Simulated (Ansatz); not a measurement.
The reference is Sn in the diamond structure (space group Fd-3m, No. 227; a = 6.5402 Å; relaxed with 0.1 eV smearing). Axes: x, y, z lie along the cube axes.

The values are results of DFT with PBEsol, PAW potentials and a 420 eV plane-wave cutoff in Ansatz (an electronic-structure program), scalar-relativistic without spin-orbit coupling, not measurements.

One thing is altered: an isotropic linear strain of −2.50 %; the atoms relax in the strained cell.

Q: Predict the stress tensor and what it implies for the stiffness.

A: Stress of the strained cell less that of the base (GPa, compression positive):
```
    3.8     0.0     0.0
    0.0     3.8     0.0
    0.0     0.0     3.8
```

Then B = −ΔP/(ΔV/V₀) with ΔV/V₀ = -0.0731 gives secant stiffness values (nonlinear terms included at this strain): B ≈ 52 GPa.

As a check, the harmonic strain energy −½ V₀ Δσ:ε is 31 meV/atom; the computed energy rise is 28 meV/atom.

Whether these cells are dynamically stable was not tested.
